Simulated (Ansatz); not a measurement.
Tunnelling through a barrier is set by its complex band structure: the current falls as exp(−2κd) with the smallest κ.

Given:

```yaml
crystal:
  lattice:
    - [3.80839, 0.00000, 0.00000]
    - [-1.90420, 3.29816, 0.00000]
    - [0.00000, 0.00000, 24.89096]
  atoms:
    - { symbol: Zn, position: [0.33333, 0.66667, 0.74991] }
    - { symbol: Zn, position: [0.66667, 0.33333, 0.24991] }
    - { symbol: Zn, position: [0.33333, 0.66667, 0.12479] }
    - { symbol: Zn, position: [0.66667, 0.33333, 0.62479] }
    - { symbol: Zn, position: [0.00000, 0.00000, 0.00004] }
    - { symbol: Zn, position: [0.00000, 0.00000, 0.50004] }
    - { symbol: Zn, position: [0.66667, 0.33333, 0.87532] }
    - { symbol: Zn, position: [0.33333, 0.66667, 0.37532] }
    - { symbol: S, position: [0.00000, 0.00000, 0.59371] }
    - { symbol: S, position: [0.00000, 0.00000, 0.09371] }
    - { symbol: S, position: [0.66667, 0.33333, 0.96899] }
    - { symbol: S, position: [0.33333, 0.66667, 0.46899] }
    - { symbol: S, position: [0.33333, 0.66667, 0.21850] }
    - { symbol: S, position: [0.66667, 0.33333, 0.71850] }
    - { symbol: S, position: [0.66667, 0.33333, 0.34393] }
    - { symbol: S, position: [0.33333, 0.66667, 0.84393] }
```

The cell is taken as given.

Transport runs along the normal of the first two printed cell vectors, the (001) plane of the conventional cell.

The gap is the functional's own. No spin-orbit coupling. Mid-gap values are those at the computed energy nearest the middle.

Estimate the band gap and the smallest decay constant κ at mid-gap that r2SCAN (Ansatz, an electronic-structure program) returns for this system.

Gap 2.73 eV on a 12×12×2 mesh; κ = 0.174 1/Å, at the zone centre.
